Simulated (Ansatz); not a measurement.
The starting structures come from a database of crystals and need not be the phases stable at ambient conditions.

Given:

```xyz
10
Lattice="5.7767 0.0000 0.0000 -2.8884 6.2861 0.0000 0.0000 0.0000 5.8025" Properties=species:S:1:pos:R:3 pbc="T T T"
Pb     2.8884     1.3098     4.5229
Pb     0.0000     4.9763     1.2796
Pb     2.8884     4.9763     4.5229
Pb     0.0000     1.3098     1.2796
Cl     2.8884     3.1431     1.2626
Cl     0.0000     3.1431     4.5399
O      4.3325     0.0000     0.0000
O      1.4442     0.0000     0.0000
F      1.4442     0.0000     2.9013
F      4.3325     0.0000     2.9013
```

Space group of this cell: Cmme. The cell was relaxed by PBE-D3(BJ); by r2SCAN its mean pressure is -0.8 GPa.

Transport runs along the normal of the first two printed cell vectors.

No gap correction and no spin-orbit coupling; mid-gap values are interpolated between computed energies.

Q: Compute, with r2SCAN (Ansatz, a program for electronic structure), the band gap and the smallest decay constant κ at mid-gap.

A: Gap 2.94 eV on a 6×6×6 mesh; κ = 0.315 1/Å, at the zone centre.
